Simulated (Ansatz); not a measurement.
# What biaxial strain −0.83 %, plane normal [001], relaxed out of plane does to Be2Si

Consider Be2Si (space group Fm-3m, No. 225; a = 5.260 Å; a model cell, its experimental status unchecked; relaxed with 0.1 eV smearing). Axes: x, y, z lie along the cube axes.

Perturbation: biaxial strain −0.83 %, plane normal [001], relaxed out of plane (Cartesian); in-plane vectors clamped, the third vector and the atoms free.

All numbers come from DFT with PBEsol, PAW potentials and a 420 eV plane-wave cutoff in Ansatz (a program for electronic structure), no spin-orbit coupling. Settings: 19×19×19 k-points, 0.1 eV Fermi–Dirac smearing.

- Volume per atom = 12.04 Å³ (base 12.13 Å³)
- Space group = I4/mmm (No. 139) (base Fm-3m (No. 225))
- Shortest interatomic distance = 227.2 pm (base 227.8 pm)
- Energy relative to the base (free energy F) = +0.7 meV/atom
- Band gap = zero (base zero)
- Out-of-plane strain = +0.95 %
- Ratio −ε⊥/ε∥ = 1.14
- Mean in-plane stress (compression positive) = +1.1 GPa

Final structure (turned so that z lies along the plane normal):

```
CELL_PARAMETERS angstrom
      3.68866     0.00000     0.00000
      0.00000     3.68866     0.00000
      1.84433    -1.84433     2.65506
ATOMIC_POSITIONS crystal
  Si 0.00000 0.00000 0.00000
  Be 0.75000 0.75000 0.50000
  Be 0.25000 0.25000 0.50000
```

Whether these cells are dynamically stable was not tested. All final runs are without spin polarisation.
